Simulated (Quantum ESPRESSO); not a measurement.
## Several settings converged on CoAl (P4mm, 2 atoms in the cell)

```
CoAl
1.0
    2.85142     0.00000     0.00000
    0.00000     2.85142     0.00000
    0.00000     0.00000     2.85142
Al Co
1 1
Cartesian
  1.42571   1.42571   1.47571
  0.00000   0.00000   0.00000
```

Base method: PBEsol, SSSP 1.1.2 efficiency (PBE) pseudopotentials (plane waves; Quantum ESPRESSO).

Base settings: ecutwfc = 50 Ry; ecutrho = 400 Ry; occupations = smearing; smearing = gauss; degauss = 0.0073499 Ry; input_dft = pbesol; potentials = {Al: Al.pbe-n-kjpaw_psl.1.0.0.UPF, Co: Co_pbe_v1.2.uspp.F.UPF}; K_POINTS = automatic 4 4 4 0 0 0; conv_thr = 1e-10 Ry; mixing_beta = 0.4.

The count of work is k-points × plane waves × bands × iterations; it is no time. 

**The cutoff for other potential files**

Level: DFT, PBEsol, plane waves, PSlibrary PAW (PBE) pseudopotentials.

In this ladder: pseudopotentials = {Al: Al.pbe-n-kjpaw_psl.1.0.0.UPF, Co: Co.pbe-n-kjpaw_psl.1.0.0.UPF}. Moved along: ecutrho.

The second cell is the first with its lattice scaled by 0.98.

The mesh stays at the base's, so the ladder's end is converged at best in this setting alone.

Only quantities that move along the ladder and can be compared are tabulated.

```tsv
ecutwfc	free energy less the last step's (meV/atom)	energy of the compressed cell less the first (meV/atom)	pressure (GPa)	largest difference of a force vector from the last step's (eV/Å)	count of work / last
22 Ry	1742.75	-32.11	-128.03	0.022	0.061
28 Ry	171.79	13.68	-21.20	0.008	0.11
35 Ry	37.17	11.13	-3.33	0.000	0.13
42 Ry	28.49	10.98	-4.24	0.000	0.20
50 Ry	9.40	10.46	-4.07	0.000	0.27
60 Ry	3.16	10.41	-3.32	0.000	0.34
75 Ry	1.53	10.39	-3.44	0.000	0.41
100 Ry	0.00	10.34	-3.32	0.000	1.0
```

Coarsest ecutwfc that holds the forces within 0.005 eV/Å of the last step, with all finer ones: 35 Ry, at 0.13 of the last step's count of work; the step before is off by 0.008 eV/Å.

State of the free energy at the end of the ladder: still drifting one way, by 3.2 meV/atom over the last two steps, so the last step is no safe reference.

Coarsest ecutwfc that holds the energy of the compressed cell less the first within 0.5 meV/atom of the last step, with all finer ones: 50 Ry, at 0.27 of the last step's count of work; the step before is off by 0.64 meV/atom.

At the lowest cutoff the pressure lies 125 GPa under the last step's, the usual sign of Pulay stress in an incomplete plane-wave basis.

**The density cutoff**

The second cell is the first with its lattice scaled by 0.98.

The mesh stays at the base's, so the ladder's end is converged at best in this setting alone.

Only quantities that move along the ladder and can be compared are tabulated.

```tsv
ecutrho	free energy less the last step's (meV/atom)	energy of the compressed cell less the first (meV/atom)	pressure (GPa)
100 Ry	-40.86	11.76	-0.80
150 Ry	0.15	7.91	-4.14
200 Ry	0.31	7.94	-4.15
250 Ry	0.22	7.95	-4.15
300 Ry	0.06	7.95	-4.15
400 Ry	0.04	7.95	-4.15
500 Ry	0.07	7.95	-4.15
600 Ry	0.02	7.95	-4.16
800 Ry	0.00	7.95	-4.15
```

Coarsest ecutrho that holds the energy of the compressed cell less the first within 0.5 meV/atom of the last step, with all finer ones: 150 Ry; the step before is off by 3.8 meV/atom.

Coarsest ecutrho that holds the free energy within 1 meV/atom of the last step, with all finer ones: 150 Ry; the step before is off by 41 meV/atom.

Coarsest ecutrho that holds the pressure within 1 GPa of the last step, with all finer ones: 150 Ry; the step before is off by 3.3 GPa.

On the base run: the starting cell has typed, rounded lattice constants, without a prior relaxation at this level. Its lattice was rescaled by up to half a per cent. One atom was moved a little off its site on purpose. Spin polarisation is off. In the base run, with a pressure of about -4 GPa the cell is away from its equilibrium volume at this level. Without a gap this mesh is coarse (it stands for a supercell whose shortest vector is 11 Å).
